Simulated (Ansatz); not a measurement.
# Nb$_{2}$BS (space group P6_3/mmc, No. 194; a cell from a computed database, its experimental status unchecked)

Space group P6₃/mmc (No. 194); a = b = 3.3615 Å, c = 11.6283 Å, α = β = 90.00°, γ = 120.00°

```json
[
 {"atom": "Nb", "site": "4f", "symmetry": "3m.", "x": "0.3333", "y": "0.6667", "z": "0.1010"},
 {"atom": "B", "site": "2a", "symmetry": "-3m.", "x": "0.0000", "y": "0.0000", "z": "0.0000"},
 {"atom": "S", "site": "2d", "symmetry": "-6m2", "x": "0.6667", "y": "0.3333", "z": "0.2500"}
]
```

Method: PBE (Ansatz, a quantum-chemistry and plane-wave program, PAW, no spin-orbit coupling). Γ-centred 16×16×4 mesh, Fermi–Dirac width 0.05 eV.

```json
{
  "volume_per_atom": "14.22 Å³",
  "density": "6.67 g/cm³",
  "band_gap": "zero",
  "total_energy": "-2541.546 eV/atom (σ→0; compares only within this code and set-up)"
}
```

No phonon test of stability was made. All final runs are without spin polarisation.
